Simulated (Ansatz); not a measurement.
**ZrO2: Sr on a Zr site, symmetric start**

The parent structure is a 12-atom supercell of ZrO2 in the fluorite structure (space group Fm-3m, No. 225; a = 5.064 Å) at its relaxed geometry.

One thing is altered: one Zr atom is replaced by Sr, atoms relaxed at fixed cell.

The values are results of Kohn–Sham DFT with the PBEsol functional, run in Ansatz (a quantum-chemistry and plane-wave program) with PAW and 420 eV plane waves, no SOC, not measurements. Γ-centred 5×5×5 mesh, Fermi–Dirac width 0.01 eV.

| quantity | base | changed | shift |
|---|---|---|---|
| pressure | 0.0 GPa | 18.4 GPa | +18.4 GPa |
| energy gained by relaxation | – | 1.22 eV | – |
| largest displacement of a host atom from its site in the perfect cell | – | 0.12 Å | – |

Final structure:

```yaml
crystal:
  lattice:
    - [-5.06408, 0.00000, 0.00000]
    - [0.00000, 0.00000, 5.06408]
    - [0.00000, 5.06408, 0.00000]
  atoms:
    - { symbol: Sr, position: [0.00000, 0.00000, 0.00000] }
    - { symbol: Zr, position: [0.50000, 0.00000, 0.50000] }
    - { symbol: Zr, position: [0.50000, 0.50000, 0.00000] }
    - { symbol: Zr, position: [0.00000, 0.50000, 0.50000] }
    - { symbol: O, position: [0.73673, 0.26327, 0.26327] }
    - { symbol: O, position: [0.26327, 0.26327, 0.73673] }
    - { symbol: O, position: [0.26327, 0.73673, 0.26327] }
    - { symbol: O, position: [0.73673, 0.73673, 0.73673] }
    - { symbol: O, position: [0.26327, 0.73673, 0.73673] }
    - { symbol: O, position: [0.73673, 0.73673, 0.26327] }
    - { symbol: O, position: [0.73673, 0.26327, 0.73673] }
    - { symbol: O, position: [0.26327, 0.26327, 0.26327] }
```

Other magnetic orders, which the real material may have, were not ruled out. In so small a cell the defect repeats every few ångströms: this is an ordered compound, not a dilute defect. The mesh was chosen for an insulator and is coarse for the gapless case. The defect started on the symmetric site and kept its symmetry, so it may sit on a saddle. Starting moments died away, wholly or in part, for Sr on a Zr site; another magnetic solution may exist. The defect cell is spin-polarised and ends with 0.0 μB. This is not the structure that ZrO2 has at room temperature and ambient pressure.
